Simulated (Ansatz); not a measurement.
N on the 1x1 (110) surface of bcc Mo, one in a 1x1 cell, energies for each (7.1 Å²). Energies are against ½ N2(g), without zero-point or thermal terms; each row is named by its start.

All values below come from PBE (plane waves to 420 eV, PAW; Ansatz, a first-principles code).

Model: 5-atom slab, 6.5 Å thick at the start under the adsorbate (thin: gaps and levels are the slab's own), 12x12x1 mesh, Fermi-Dirac 0.1 eV, dipole correction, 2 atoms held, the rest relaxed; each run with such symmetry as its start has; spin where the adsorbate may keep a moment, no spin-orbit, no U, no dispersion correction.

A negative adsorption energy means that the adsorbate is more stable on the surface than in its reference. Heights count from the host atoms within 0.3 Å of the top one.

```tsv
starting site	E_ads (eV)	height (Å)	nearest host atom (Å)	bonded to	Δ work function (eV)	lateral drift (Å)	moment (μB)
top Mo	1.41	1.65	Mo 1.65	Mo	3.20	0.0	0.0
hollow Mo-Mo-Mo	-0.68	1.01	Mo 1.94	3 Mo	1.77	0.2	–
bridge Mo-Mo (span 2.7 Å)	0.14	1.24	Mo 1.85	2 Mo	1.69	0.0	–
bridge Mo-Mo (span 3.2 Å)	-0.22	1.03	Mo 1.89	4 Mo	1.56	0.0	–
```
